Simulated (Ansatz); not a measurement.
The cell is made up: elements placed on another compound's structure type, so the phase may be hypothetical.

By PBEsol, the system below comes out a metal.

A figure of merit of an interconnect metal is its ballistic conductance per area.

Given:

```yaml
crystal:
  lattice:
    - [3.12645, 0.00000, 0.00000]
    - [-1.56323, 5.46657, 0.00000]
    - [0.00000, 0.00000, 3.31667]
  atoms:
    - { symbol: Si, position: [0.00000, 0.00000, 0.00000] }
    - { symbol: Nb, position: [0.36601, 0.73201, 0.50000] }
    - { symbol: Nb, position: [0.63399, 0.26799, 0.50000] }
    - { symbol: B, position: [0.20914, 0.41827, 0.00000] }
    - { symbol: B, position: [0.79086, 0.58173, 0.00000] }
```

Space group of this cell: Cmmm. The cell was relaxed by PBE-D3(BJ); by PBEsol its mean pressure is 2.1 GPa.

The current flows along the normal of the first two printed cell vectors. No spin-orbit coupling; the value is a mean over 0.1 eV about the Fermi level.

Question: Give the ballistic conductance per area that PBEsol (Ansatz, a program for electronic structure) yields.

Answer: 0.76 × 10¹⁵ S/m² for both spins.
